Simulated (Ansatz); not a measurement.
# F on the 1x1 (10-10) surface of wurtzite ZnO (cut with top plane O + Zn), one in a 2x1 cell, started at the site 'bridge Zn-Zn (span 3.3 Å)'

Host crystal: wurtzite ZnO, with a band gap (PBE, scalar-relativistic without spin-orbit coupling).

Level of theory: PBE (plane waves to 420 eV, PAW; Ansatz, an electronic-structure program).

Set-up: 33 atoms, 9.4 Å thick at the start under the adsorbate (thin: gaps and levels are the slab's own); mesh 3x4x1; 0.01 eV smearing; dipole correction on; 16 atoms held, the rest relaxed; start symmetry kept, larger cells not searched; spin-polarised, ending with about 0.5 μB a cell, a value that depends on the mesh; orders that need a larger cell were not tried, no spin-orbit, no U, no dispersion correction. The slab shows no gap over 0.04 eV on its mesh. At the end it is bonded to 2 Zn. In PBE it is, or lies within 0.03 eV of, the lowest of the starts that converged.

```
Item                                                                                                                      Value
--------------------------------------------------------------------------------------  ---------------------------------------
adsorption energy against ½ F2(g)                                                                                      -1.54 eV
work function of the top face                                                                                           7.30 eV
change of the step from the bottom to the top vacuum level, against the clean slab                                      1.52 eV
energy released by relaxation                                                                                           3.52 eV
height of the binding atom over the mean of the host atoms within 0.3 Å of the top one                                  1.441 Å
nearest host atoms of the binding atom                                                  Zn at 2.02 Å, Zn at 2.02 Å, O at 2.57 Å
largest move of a host atom                                                                                              0.42 Å
cost                                                                                               very roughly 26 core-minutes
```

A negative adsorption energy means that the adsorbate is more stable on the surface than in its reference.
